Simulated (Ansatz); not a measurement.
The reference is TiC in the rock salt structure (space group Fm-3m, No. 225; a = 4.2609 Å; relaxed with 0.1 eV smearing). Axes: x, y, z lie along the cube axes.

The values are results of LDA/PAW in Ansatz (a program for electronic structure), no spin-orbit coupling, not measurements.

Strains are applied to the cell and any free atomic positions relax; under biaxial strain the out-of-plane vector relaxes too.

One change was made to it. Results:

| quantity | base | after |
|---|---|---|
| pressure (mean of the normal stresses, compression positive) | 0.0 GPa | -8.8 GPa |
| energy relative to the base (free energy F) | 0 meV/atom | +21 meV/atom |

Task: Which of these changes matches the shifts?
(A) biaxial strain +0.42 %, plane normal [111], relaxed out of plane
(B) biaxial strain +2.50 %, plane normal [111], relaxed out of plane
(C) biaxial strain −0.42 %, plane normal [111], relaxed out of plane

Result: B, biaxial strain +2.50 %, plane normal [111], relaxed out of plane. For comparison, the energy relative to the base in the other runs: biaxial strain +0.42 %, plane normal [111], relaxed out of plane gives +0.6 meV/atom; biaxial strain −0.42 %, plane normal [111], relaxed out of plane gives +0.6 meV/atom.

No phonon test of stability was made. The final runs are not spin-polarised.
